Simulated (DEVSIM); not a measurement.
Device: Si p+/n-/n+ power diode, at 300 K.

Layer 1 from the left is Si, thickness (μm) 3.90, Na (cm⁻³) 9e18, τn (s) 1.7e-5, τp (s) 1.7e-5. Layer 2 from the left is Si, thickness (μm) 66.0, Nd (cm⁻³) 2.5e14, τn (s) 1.7e-5, τp (s) 1.7e-5. Layer 3 from the left is Si, thickness (μm) 6.00, Nd (cm⁻³) 2.6e18, τn (s) 1.7e-5, τp (s) 1.7e-5.

Left contact: ohmic. Right contact: ohmic. Voltage is applied to the left contact. Recombination: SRH at mid-gap, radiative, Auger. Mobility is μmin + (μ − μmin)/(1 + (N/Nref)^α).

This is a model device: material constants are rounded textbook-type values typed into the input, and sizes, dopings and lifetimes were drawn at random. Values at 300 K.

Si: gap (eV) 1.124, affinity (eV) 4.05, permittivity 11.7, Nc (cm⁻³) 2.86e19, Nv (cm⁻³) 3.1e19, μn (cm²/Vs) 1417, μp (cm²/Vs) 470, μn,min 52, μp,min 45, Nref,n 9.7e16, Nref,p 2.2e17, αn 0.68, αp 0.72, B (cm³/s) 4.7e-15, Cn (cm⁶/s) 2.8e-31, Cp (cm⁶/s) 9.9e-32.

Model (solved in DEVSIM): 1D drift-diffusion, Boltzmann statistics, complete ionisation; no tunnelling, impact ionisation, image-force lowering or self-heating.

### Question
What does the simulation give for the dark forward voltage at 100 A/cm², the dark forward voltage at 1 A/cm², the potential step across the device at zero bias?

### Answer
dark forward voltage at 100 A/cm² 0.909 V; dark forward voltage at 1 A/cm² 0.756 V; potential step across the device at zero bias 1.030 V.
